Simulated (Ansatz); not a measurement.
BaTiO3, response to strain

Base system: BaTiO$_{3}$ in the cubic perovskite structure (space group Pm-3m, No. 221; a = 3.970 Å).

Strains are applied to the cell and any free atomic positions relax.

Calculations: PBEsol/PAW in Ansatz (a first-principles code), no spin-orbit coupling.

Notes on the quantities. energy relative to the base: free energy F.

```tsv
isotropic strain (%)	energy relative to the base (meV/atom)
0	0.0
0.6	2.2
1.2	?
1.8	19.3
2.4	33.6
3	51.4
```

Fit ΔE = Aε² + Bε³ (ε in %) to the rows shown and predict the withheld row.

Least squares on the printed values gives A = 6.32 and B = -0.20 meV/atom (largest residual 0.0 meV/atom); this predicts 8.8 meV/atom, and the run gives 8.7 meV/atom, in agreement.

Stability against distortions was not tested. All final runs are without spin polarisation. Many cubic perovskites are stable only at high temperature; tilts and polar distortions were not tested. This is not the structure that BaTiO3 has at room temperature and ambient pressure.
